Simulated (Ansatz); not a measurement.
## WPt (model structure, Fm-3m, No. 225, 2 atoms in the cell)

Computed with LDA in Ansatz (PAW).

Run with plane-wave cutoff 520 eV, 20×20×20 k mesh, Fermi–Dirac smearing 0.05 eV, no spin polarisation, scalar-relativistic PAW data made under PBE.

Cell (relaxed at this level):

```cif
data_PtW
_chemical_formula_sum 'Pt1 W1'
_space_group_name_H-M_alt 'P 1'
_space_group_IT_number 1
_cell_length_a 3.65572
_cell_length_b 3.65572
_cell_length_c 3.65572
_cell_angle_alpha 60.000
_cell_angle_beta 60.000
_cell_angle_gamma 60.000
loop_
_space_group_symop_operation_xyz
  'x, y, z'
loop_
_atom_site_label
_atom_site_type_symbol
_atom_site_fract_x
_atom_site_fract_y
_atom_site_fract_z
_atom_site_occupancy
Pt1 Pt 0.00000 0.00000 0.00000 1
W1 W 0.50000 0.50000 0.50000 1
```

For WPt (model structure, Fm-3m, No. 225, 2 atoms in the cell), the bulk modulus B0 is 256 GPa.

Note: the run has no spin polarisation, so it can have missed a magnetic state; the bulk modulus is −V dP/dV from two relaxed cells at ±2 % in volume; the relaxation could raise the start's symmetry but not lower it, so the cell can be a saddle point.

Spin–orbit coupling is not included.

Computed values are for the static lattice.

The result took around 40 core-seconds (rough).

A model structure was made by putting elements into a prototype or built by hand; it is no filed structure, need not be a known phase, and can be a saddle point held by its symmetry.

Ansatz is an electronic-structure program.
